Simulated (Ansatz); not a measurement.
## Response to strain in hypothetical diamond Re

Take Re in the diamond structure (space group Fd-3m, No. 227; a = 5.594 Å; a hypothetical phase, not in the database extracts checked; relaxed with 0.1 eV smearing) as the base. Axes: x, y, z lie along the cube axes.

Strains are applied to the cell and any free atomic positions relax; under biaxial strain the out-of-plane vector relaxes too.

All numbers come from PBEsol in Ansatz (plane waves to 420 eV, PAW, spin-orbit coupling left out).

Notes on the quantities. pressure: mean of the normal stresses, compression positive; energy relative to the base: free energy F.

| change | pressure | energy relative to the base | shortest interatomic distance |
|---|---|---|---|
| base | 0.0 GPa | 0 meV/atom | 4.578 bohr |
| biaxial strain +0.62 %, plane normal [001], relaxed out of plane | -0.3 GPa | +0.4 meV/atom | 4.581 bohr |
| biaxial strain −2.71 %, plane normal [110], relaxed out of plane | -5.7 GPa | -38 meV/atom | 4.601 bohr |
| biaxial strain +3.70 %, plane normal [110], relaxed out of plane | 22.4 GPa | -169 meV/atom | 4.390 bohr |
| isotropic strain +2.99 % | -14.0 GPa | +96 meV/atom | 4.715 bohr |
| isotropic strain +4.58 % | -19.4 GPa | +0.214 eV/atom | 4.787 bohr |
| uniaxial strain ε_zz = −1.69 % | 3.4 GPa | +4.2 meV/atom | 4.552 bohr |

A biaxial case was relaxed in a doubled cell and then solved in the primitive one. Whether these cells are dynamically stable was not tested. The final runs are not spin-polarised. Under biaxial strain −2.71 %, plane normal [110], relaxed out of plane and biaxial strain +3.70 %, plane normal [110], relaxed out of plane the cell ends below the base's energy or with stress of the wrong sign: the atoms slid into a distortion or the cell is elastically unstable, so the base is not a stable minimum at this level.

Ansatz is a quantum-chemistry and plane-wave program.
